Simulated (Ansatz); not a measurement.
The reference is GeS in the GeS type structure (space group Pnma, No. 62; a = 10.662 Å, b = 3.682 Å, c = 4.355 Å; layered, stacked along the Cartesian x axis).

(Cell as relaxed with PBE-D3(BJ).)

Levels (all Ansatz, a first-principles code, PAW, earlier PAW set): PBE-D3(BJ) (420 eV, no SOC); PBEsol-D3(BJ) (420 eV, no spin-orbit coupling).

Each level relaxes its own structure.

| quantity | PBE-D3(BJ) | PBEsol-D3(BJ) |
|---|---|---|
| volume per atom | 21.37 Å³ | … |
| space group | Pnma (No. 62) | … |

What does PBEsol-D3(BJ) give?


- volume per atom, PBEsol-D3(BJ): 18.49 Å³
- space group, PBEsol-D3(BJ): Pnma (No. 62)

PBE-D3(BJ)'s volume per atom lies 2.88 Å³ above PBEsol-D3(BJ)'s (15.6 %); the two agree on the space group. The two levels end in clearly different cell shapes (a soft spacing or a collapse), which may drive these differences. Neither level is exact; PBEsol-D3(BJ) is the comparison here, not a measurement.

Whether these cells are dynamically stable was not tested. The program warned that a D3 coordination switch lies within reach, so dispersion energies are less smooth here.
